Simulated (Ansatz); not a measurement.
Point defect Ni on the Si site in silicon

These are PBE, PAW (plane waves to 420 eV; Ansatz, a first-principles code) values and carry that method's errors. A 2×2×2 supercell of 64 sites was used; the energies come from a 2×2×2 shifted sampling of its zone. Site at the start: the Si site. Energies of charged states are corrected for periodic images (point charge plus alignment at distant sites). Dielectric constants: PBE linear response of the host. Host gap at this level: 0.61 eV. Finite-size and sampling errors can reach tenths of an eV here. PBE underestimates the host's gap, which shifts levels and can delocalise carriers. Spin–orbit coupling is left out, and no Hubbard U is applied to the open shells. Each state is the lowest found from its start.

Formation energies E_f are given with the Fermi level at the valence-band maximum. Chemical conditions: impurity bounded by its compound with the host (Δμ(Si) = 0.00 eV, Δμ(Ni) = -1.06 eV, bounded by fluorite-type NiSi2; only phases computed here count, gases as isolated molecules at 0 K). Reference phases: Ni: fcc Ni, ferromagnetic, Si: silicon.

```json
[
 {"charge": "+1†", "moment (μB)": "1.0", "largest move off a lattice site (Å)": "0.08", "image correction with alignment (eV)": "0.08", "E_f, impurity bounded by its compound with the host (eV)": "–", "above the lowest spin state (eV)": "0.00"},
 {"charge": "+1†", "moment (μB)": "1.0", "largest move off a lattice site (Å)": "0.08", "image correction with alignment (eV)": "0.08", "E_f, impurity bounded by its compound with the host (eV)": "–", "above the lowest spin state (eV)": "0.00"},
 {"charge": "0†", "moment (μB)": "not spin-polarised", "largest move off a lattice site (Å)": "0.11", "image correction with alignment (eV)": "0.00", "E_f, impurity bounded by its compound with the host (eV)": "2.32", "above the lowest spin state (eV)": "0.00"},
 {"charge": "0†", "moment (μB)": "0.0", "largest move off a lattice site (Å)": "0.11", "image correction with alignment (eV)": "0.00", "E_f, impurity bounded by its compound with the host (eV)": "2.32", "above the lowest spin state (eV)": "0.00"},
 {"charge": "−1†", "moment (μB)": "1.0", "largest move off a lattice site (Å)": "0.18", "image correction with alignment (eV)": "0.14", "E_f, impurity bounded by its compound with the host (eV)": "–", "above the lowest spin state (eV)": "0.00"},
 {"charge": "−1†", "moment (μB)": "1.0", "largest move off a lattice site (Å)": "0.18", "image correction with alignment (eV)": "0.14", "E_f, impurity bounded by its compound with the host (eV)": "–", "above the lowest spin state (eV)": "0.00"},
 {"charge": "−2†", "moment (μB)": "2.0", "largest move off a lattice site (Å)": "0.14", "image correction with alignment (eV)": "0.49", "E_f, impurity bounded by its compound with the host (eV)": "–", "above the lowest spin state (eV)": "0.00"},
 {"charge": "−2†", "moment (μB)": "not spin-polarised", "largest move off a lattice site (Å)": "0.20", "image correction with alignment (eV)": "0.50", "E_f, impurity bounded by its compound with the host (eV)": "–", "above the lowest spin state (eV)": "0.02"}
]
```

† Not settled in this cell, so no level is given: charge +1: a level filled in part, level within 0.1 eV of a band edge or past it; charge 0: a level filled in part; charge −1: a level filled in part, level within 0.1 eV of a band edge or past it; charge −2: a level filled in part, carriers not clearly localised, level within 0.1 eV of a band edge or past it.

Starting moments that weren't kept: charge +1 began with 5 μB and ended with 1.0; charge 0 began with 4 μB and ended with 0.0; charge −1 began with 3 μB and ended with 1.0.

All states together cost roughly 4 core-hours.
